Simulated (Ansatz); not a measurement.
# Ansatz run on InP (F-43m, 2 atoms in the cell): self-consistent single point

Level of theory: PBE (plane waves, PAW; Ansatz, a first-principles code).

This input was run:

Ansatz 0.2 input:
```yaml
crystal:
  lattice:
    - [0.000000, 3.010719, 3.010719]
    - [3.010719, 0.000000, 3.010719]
    - [3.010719, 3.010719, 0.000000]
  atoms:
    - { symbol: In, position: [0.000000, 0.000000, 0.000000] }
    - { symbol: P, position: [0.250000, 0.250000, 0.250000] }
kpoints:
  mp_grid: { grid: [5, 5, 5] }
hamiltonian:
  xc: pbe
  pseudopotentials: { kind: paw }
scf:
  occupations: { method: fermi_dirac, width: 0.0007 Ry }
output:
  forces: true
  eigenvalues: true
  stress: true
```

The program printed (abridged):

```
WARN basis.ecutwfc = 420 eV, the default
Pseudopotentials: kind: paw
Pseudopotential: In, paw, valence charge 13
Pseudopotential: P, paw, valence charge 5
Crystal: 2 atoms, lattice volume = 54.581 Å³
Basis set: ecut = 420 eV, 1067 PW (Γ), exchange–correlation on 60×60×60 points (8 copies of the dense FFT grid, shifted against one another)
Bands: 13, of which v1, the nominal top of the filled ones, is band 9 counted from 1 (8 counted from 0)
Symmetry: 24 space group operations
Space group: F-43m (ITA 216), of the structure as read, at distance tolerance 3.8e-5 Å
k-points: 10 of 125 (time reversal used)
Initial density: superposition of atomic densities (neutral atoms: chi_scale 0, normalization atom), corrected by the library's trained network
Initial wavefunctions: pseudopotential atomic-orbital guess
Eigensolver: davidson
Functional: x = pbe(κ = 0.804, μ = 0.2195149727645171), c = pbe(β = 0.06672455060314922)
SCF iter   1: F=—  HF=-6353.965823 eV  |F-HF|=—  |Δ(HF+E_count)|=         —  Δρ=1.37e-3  dr2=2.08e-3  ethr=1.77e-3  ⟨swp⟩=6.6  Hψ=894  notcnv=0
all-band conjugate gradients solve this SCF's bands
preconditioner: auto → none
SCF iter   2: F=—  HF=-6353.964302 eV  |F-HF|=—  |Δ(HF+E_count)|=   1.52e-3  Δρ=8.64e-4  dr2=4.37e-4  ethr=1.16e-5  ⟨swp⟩=3.0  Hψ=375  notcnv=0
SCF iter   3: F=—  HF=-6353.964211 eV  |F-HF|=—  |Δ(HF+E_count)|=   9.16e-5  Δρ=2.73e-4  dr2=4.59e-5  ethr=2.43e-6  ⟨swp⟩=2.0  Hψ=260  notcnv=0
SCF iter   4: F=—  HF=-6353.964267 eV  |F-HF|=—  |Δ(HF+E_count)|=   5.59e-5  Δρ=1.19e-4  dr2=5.62e-6  ethr=2.55e-7  ⟨swp⟩=2.0  Hψ=252  notcnv=0
SCF iter   5: F=—  HF=-6353.964267 eV  |F-HF|=—  |Δ(HF+E_count)|=   6.34e-7  Δρ=2.71e-5  dr2=7.42e-7  ethr=3.12e-8  ⟨swp⟩=2.0  Hψ=220  notcnv=0
SCF iter   6: F=-6353.964268 eV  HF=-6353.964268 eV  |F-HF|=1.61e-8  |Δ(HF+E_count)|=   6.21e-7  Δρ=4.07e-6  dr2=1.32e-8  ethr=5.56e-10  ⟨swp⟩=5.0  Hψ=721  notcnv=0
SCF 1 converged in 6 iterations: F = -6353.964268 eV  dr2 = 1.32e-8
SCF converged after 6 iterations
Free energy (F): -6353.964268 eV
Harris-Foulkes:  -6353.964268 eV  (|F-HF|=1.61e-8)
Internal energy: -6353.964268 eV  (E = F + TS)
E sigma→0 (E₀):  -6353.964268 eV
Fermi energy:    6.168450 eV
--- Per-component energies (eV) ---
  E_band       = -66.558844
  E_kinetic    = 311.428800
  E_local      = -1446.955082  (includes V_loc(G=0)·N_el)
  E_nonlocal   = 401.191114
  E_hartree    = 569.310517
  E_xc         = -275.589322
  E_vxc        = -158.512496  (∫ρ·V_xc dr)
  E_paw        = -4725.167157  (= ΣΔE_a)
  E_vpaw       = -312.330815  (= ΣTr[D̂ρ^β])
  E_aug_tail   = 0.000028  (compensation charges beyond the density's cutoff)
  E_ewald      = -1188.183166
  E_smearing   = -0.000000  (= −TS)
  E_closure    = 0.000000  (closes the sum)
  Σ components = -6353.964268   (vs F -6353.964268, Δ=0.00e0)
--- Forces (eV/Å), atoms counted from 1 ---
  atom   1  In     0.00000000    -0.00000000     0.00000000
  atom   2  P     -0.00000000     0.00000000    -0.00000000
  max |Σ_I F_I| component: 7.40e-17 eV/Å
--- Stress (GPa, compression-positive) ---
       -1.728252       0.000000       0.000000
       -0.000000      -1.728252       0.000000
       -0.000000       0.000000      -1.728252
  P = ⅓ Tr σ = -1.7283 GPa (-17.283 kbar)
  The stress holds the Pulay correction. Without it, at fixed plane waves, as pw.x and ABINIT print it: P = -1.7605 GPa
--- Band table (eV; the first three rows and the last of 10) ---
  k-point 0: bands = ["-8.0408", "-8.0408", "-8.0408", "-7.9260", "-7.9260", "-4.9650", "6.0300", "6.0300", "6.0300", "6.2964", "10.0971", "10.0971", "10.0971"]
  k-point 1: bands = ["-8.0709", "-8.0281", "-8.0281", "-7.9251", "-7.9251", "-4.5757", "3.4037", "5.6738", "5.6738", "7.5923", "10.6101", "10.6101", "10.6390"]
  k-point 2: bands = ["-8.1174", "-8.0131", "-8.0131", "-7.9178", "-7.9178", "-3.7028", "1.0966", "5.2331", "5.2331", "7.3830", "10.8304", "10.8304", "12.6173"]
  k-point 9: bands = ["-8.1475", "-7.9967", "-7.9745", "-7.9403", "-7.9131", "-3.0799", "0.9239", "3.3152", "4.0389", "9.6663", "9.9888", "11.1490", "13.6035"]
```

The run converged in 6 iterations.

The starting cell comes from a database of computed structures (which also holds hypothetical and non-ambient phases and stackings), without a prior relaxation at this level. Its lattice was rescaled by a random factor within 2.5 % of one. Ansatz's pressure includes its estimate of the finite-basis (Pulay) stress.
